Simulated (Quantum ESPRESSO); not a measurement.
Input and output of a self-consistent single point for SnAu3 (P6_3/mmc, 8 atoms in the cell) (Quantum ESPRESSO).

Method: PBEsol, GBRV 1.5 ultrasoft (PBESOL) pseudopotentials (plane waves; Quantum ESPRESSO 7.5).

```
SnAu3
1.0
    5.86464     0.00000     0.00000
   -2.93232     5.07893     0.00000
    0.00000     0.00000     5.14310
Sn Au
2 6
Direct
  0.33333   0.66667   0.75000
  0.66667   0.33333   0.25000
  0.16525   0.33049   0.25000
  0.83476   0.66951   0.75000
  0.83476   0.16525   0.75000
  0.16525   0.83476   0.25000
  0.66951   0.83476   0.25000
  0.33049   0.16525   0.75000
```

Reference input (self-consistent single point, DFT, PBEsol, plane waves, GBRV 1.5 ultrasoft (PBESOL) pseudopotentials): ecutwfc = 40 Ry; ecutrho = 320 Ry; occupations = smearing; smearing = gauss; degauss = 0.019992 Ry; potentials = {Sn: sn_pbesol_v1.4.uspp.F.UPF, Au: au_pbesol_v1.uspp.F.UPF}; K_POINTS = automatic 4 4 4 0 0 0; conv_thr = 1e-10 Ry; mixing_beta = 0.4. This run's input differs from it in these lines:

```diff
@@ -19,3 +19,3 @@
 &ELECTRONS
-   conv_thr = 1.0d-10
+   conv_thr = 7.3e-04
    mixing_beta = 0.4
```

The program printed (abridged):

```
     Self-consistent Calculation

     iteration #  1     ecut=    40.00 Ry     beta= 0.40

     total energy              =   -1005.78430858 Ry
     estimated scf accuracy    <       2.18078034 Ry

     iteration #  2     ecut=    40.00 Ry     beta= 0.40

     total energy              =   -1006.31269342 Ry
     estimated scf accuracy    <       0.18552145 Ry

     iteration #  3     ecut=    40.00 Ry     beta= 0.40

     total energy              =   -1006.34160635 Ry
     estimated scf accuracy    <       0.01429994 Ry

     iteration #  4     ecut=    40.00 Ry     beta= 0.40

     total energy              =   -1006.34369561 Ry
     estimated scf accuracy    <       0.00337070 Ry

     iteration #  5     ecut=    40.00 Ry     beta= 0.40
     End of self-consistent calculation

     the Fermi energy is    14.3493 ev

!    total energy              =   -1006.34376791 Ry
     estimated scf accuracy    <       0.00051578 Ry
     smearing contrib. (-TS)   =      -0.01225497 Ry
     internal energy E=F+TS    =   -1006.33151294 Ry

     convergence has been achieved in   5 iterations

     Forces acting on atoms (cartesian axes, Ry/au):

     atom    1 type  1   force =     0.00000000    0.00000000    0.00000000
     atom    2 type  1   force =    -0.00000000    0.00000000    0.00000000
     atom    3 type  2   force =    -0.00000000    0.00223129    0.00000000
     atom    4 type  2   force =     0.00000000   -0.00223129   -0.00000000
     atom    5 type  2   force =    -0.00193236    0.00111565    0.00000000
   [... lines left out ...]
     Total force =     0.005466     Total SCF correction =     0.017396
   [... lines left out ...]
     SCF correction compared to forces is large: reduce conv_thr to get better values

          total   stress  (Ry/bohr**3)                   (kbar)     P=      -27.74
  -0.00025195   0.00000000   0.00000000          -37.06        0.00        0.00
   0.00000000  -0.00025195   0.00000000            0.00      -37.06        0.00
   0.00000000   0.00000000  -0.00006188            0.00        0.00       -9.10

   JOB DONE.
```

The run converged in 5 iterations. Against the reference run the free energy hardly moves (within 1 meV/atom), the pressure goes from -3.59 to -2.77 GPa and the largest force goes from 0.035 to 0.057 eV/Å. The full log also holds: “SCF correction compared to forces is large: reduce conv_thr to get better values”.

The starting cell comes from a database of computed structures (which also holds hypothetical and non-ambient phases and stackings), without a prior relaxation at this level.

Cost on one core of a shared machine: roughly 60 s.
